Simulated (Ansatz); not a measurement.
Consider MgS in the rock salt structure (space group Fm-3m, No. 225).

```xyz
2
Lattice="0.0000 2.5908 2.5908 2.5908 0.0000 2.5908 2.5908 2.5908 0.0000" Properties=species:S:1:pos:R:3 pbc="T T T"
S      0.0000     0.0000     0.0000
Mg     2.5908     2.5908     2.5908
```

Cartesian axes are those of the cell as printed.

Levels (all Ansatz, a program for electronic structure, PAW, earlier PAW set): PBEsol (420 eV, spin-orbit coupling left out); r2SCAN (500 eV, no SOC).

Its gap is 2.73 eV with PBEsol and 3.50 eV with r2SCAN.

One thing is altered: biaxial strain −1.88 %, plane normal [110], relaxed out of plane (Cartesian); in-plane vectors clamped, the third vector and the atoms free.

With PBEsol the gap becomes 2.52 eV.

Q: If the r2SCAN correction stayed the same, what would the r2SCAN gap be, and what does the r2SCAN run give?

A: A rigid correction of +0.77 eV gives 3.29 eV. The r2SCAN run gives 3.28 eV, so the two effects roughly add.

Single points use the geometry relaxed with PBEsol. Whether these cells are dynamically stable was not tested.
